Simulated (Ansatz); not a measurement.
**A self-consistent single point of P (Imma, 2 atoms in the cell) with Ansatz (a first-principles code)**

Level of theory: LDA (PW92), default PAW files made with PBE (plane waves; Ansatz).

This input was run:

Ansatz 0.2 input:
```yaml
crystal:
  lattice:
    - [-1.696585, 2.522710, 1.864522]
    - [1.696585, -2.522710, 1.864522]
    - [1.696585, 2.522710, -1.864522]
  atoms:
    - { symbol: P, position_ang: [0.000000, 3.784065, 0.198795] }
    - { symbol: P, position_ang: [1.696585, -1.261355, 1.665727] }
basis:
  ecutwfc: 420.0
kpoints:
  mp_grid: { grid: [13, 13, 13] }
hamiltonian:
  xc: lda
  pseudopotentials: { kind: paw }
scf:
  occupations: { method: gaussian, width: 0.1 }
output:
  forces: true
  eigenvalues: true
  stress: true
```

Output (repeated stretches shortened):

```
WARN ansatz: RAYON_NUM_THREADS=1 ignored (pool sized by the plan → 1); use --threads N
Pseudopotentials: kind: paw
Pseudopotential: P, paw, valence charge 5
Crystal: 2 atoms, lattice volume = 31.921 Å³
Basis set: ecut = 420 eV, 611 PW (Γ)
Bands: 9, of which v1, the nominal top of the filled ones, is band 5 counted from 1 (4 counted from 0)
Symmetry: 8 space group operations
Space group: Imma (ITA 74), of the structure as read, at distance tolerance 3.2e-5 Å
k-points: 343 of 2197
PAW frozen core: P, regenerated for the run's functional, and the local potential with it
Initial density: superposition of atomic densities (neutral atoms: chi_scale 0, normalization atom), corrected by the library's trained network
Initial wavefunctions: pseudopotential atomic-orbital guess
Eigensolver: davidson
Functional: x = slater, c = lda
SCF iter   1: F=—  HF=-1451.966228 eV  |F-HF|=—  |Δ(HF+E_count)|=         —  Δρ=5.19e-3  dr2=6.65e-3  ethr=1.77e-3  ⟨swp⟩=6.3  Hψ=27154  notcnv=0
all-band conjugate gradients solve this SCF's bands
preconditioner: auto → none
SCF iter   2: F=—  HF=-1451.963926 eV  |F-HF|=—  |Δ(HF+E_count)|=   2.30e-3  Δρ=2.88e-3  dr2=2.23e-3  ethr=6.65e-5  ⟨swp⟩=2.0  Hψ=6820  notcnv=0
SCF iter   3: F=—  HF=-1451.963065 eV  |F-HF|=—  |Δ(HF+E_count)|=   8.60e-4  Δρ=5.25e-4  dr2=1.26e-4  ethr=2.23e-5  ⟨swp⟩=2.3  Hψ=4794  notcnv=0
SCF iter   4: F=—  HF=-1451.963013 eV  |F-HF|=—  |Δ(HF+E_count)|=   5.24e-5  Δρ=1.36e-4  dr2=4.21e-6  ethr=1.26e-6  ⟨swp⟩=2.5  Hψ=4679  notcnv=0
SCF iter   5: F=—  HF=-1451.963009 eV  |F-HF|=—  |Δ(HF+E_count)|=   3.80e-6  Δρ=3.73e-5  dr2=6.27e-7  ethr=4.21e-8  ⟨swp⟩=2.0  Hψ=4764  notcnv=0
SCF iter   6: F=-1451.963009 eV  HF=-1451.963009 eV  |F-HF|=3.00e-8  |Δ(HF+E_count)|=   2.41e-7  Δρ=1.03e-5  dr2=4.13e-8  ethr=1.00e-9  ⟨swp⟩=7.5  Hψ=18297  notcnv=0
SCF 1 converged in 6 iterations: F = -1451.963009 eV  dr2 = 4.13e-8
SCF converged after 6 iterations
Free energy (F): -1451.963009 eV
Harris-Foulkes:  -1451.963009 eV  (|F-HF|=3.00e-8)
Internal energy: -1451.962172 eV  (E = F + TS)
E sigma→0 (E₀):  -1451.962591 eV
Entropy (-TS):   -0.000837 eV (-0.418 meV/atom)
Fermi energy:    9.963546 eV
--- Per-component energies (eV) ---
  E_band       = 29.265044
  E_kinetic    = 141.653875
  E_local      = -75.629549  (includes V_loc(G=0)·N_el)
  E_nonlocal   = 70.069230
  E_hartree    = 16.113970
  E_xc         = -122.929054
  E_vxc        = -122.551084  (∫ρ·V_xc dr)
  E_paw        = -1079.943404  (= ΣΔE_a)
  E_vpaw       = -16.504700  (= ΣTr[D̂ρ^β])
  E_aug_tail   = 0.000007  (compensation charges beyond the density's cutoff)
  E_ewald      = -401.531951
  E_core_change = 0.234703  (= ΣΔE_core)
  E_smearing   = -0.000837  (= −TS)
  E_closure    = -0.000000  (closes the sum)
  Σ components = -1451.963009   (vs F -1451.963009, Δ=0.00e0)
--- Forces (eV/Å), atoms counted from 1 ---
  atom   1  P      0.00000000     0.00000000    -0.25493282
  atom   2  P      0.00000000     0.00000000     0.25493282
  max |Σ_I F_I| component: 0.00e0 eV/Å
--- Stress (GPa, compression-positive) ---
       -2.411663       0.000000       0.000000
        0.000000      -3.554574       0.000000
        0.000000       0.000000      -2.783708
  P = ⅓ Tr σ = -2.9166 GPa (-29.166 kbar)
  The stress holds the Pulay correction. Without it, at fixed plane waves, as pw.x and ABINIT print it: P = -2.9741 GPa
--- Band table (eV; the first three rows and the last of 343) ---
  k-point 0: bands = ["-6.3648", "6.7760", "6.8508", "7.0997", "7.7702", "11.3498", "12.2394", "14.0012", "15.0616"]
  k-point 1: bands = ["-6.2660", "5.7467", "6.8097", "7.2774", "8.1883", "11.3970", "12.5725", "13.5934", "14.8919"]
  k-point 2: bands = ["-5.9702", "4.2784", "6.7138", "7.0990", "8.7263", "11.4042", "12.7371", "12.9395", "14.5528"]
  k-point 342: bands = ["-2.9290", "1.6286", "1.7875", "4.7826", "4.8682", "10.5061", "16.1345", "16.9890", "18.2432"]
```

The run converged in 6 iterations.

The starting cell comes from a database of computed structures (which also holds hypothetical and non-ambient phases and stackings), without a prior relaxation at this level. Its lattice was rescaled by up to half a per cent. Ansatz's pressure includes its estimate of the finite-basis (Pulay) stress.
